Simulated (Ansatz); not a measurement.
The parent structure is HfN in the rock salt structure (space group Fm-3m, No. 225).

```
HfN
1.0
    0.00000     2.26274     2.26274
    2.26274     0.00000     2.26274
    2.26274     2.26274     0.00000
Hf N
1 1
Cartesian
  0.00000   0.00000   0.00000
  2.26274   2.26274   2.26274
```

The values are results of plane-wave PAW DFT at the r2SCAN level (Ansatz, a quantum-chemistry and plane-wave program, 500 eV), without spin-orbit coupling, not measurements.

Base values:

- Shortest interatomic distance: 2.263 Å

Perturbation: a negative pressure, −1 GPa.

Problem. How does this affect the shortest interatomic distance?

Solution. The shortest interatomic distance grows by 0.0027 Å (2.263 Å → 2.265 Å).

Load acts through the strain it causes; cell and atoms are relaxed under it. Stability against distortions was not tested. The final runs are not spin-polarised. An odd electron count without spin: HfN.
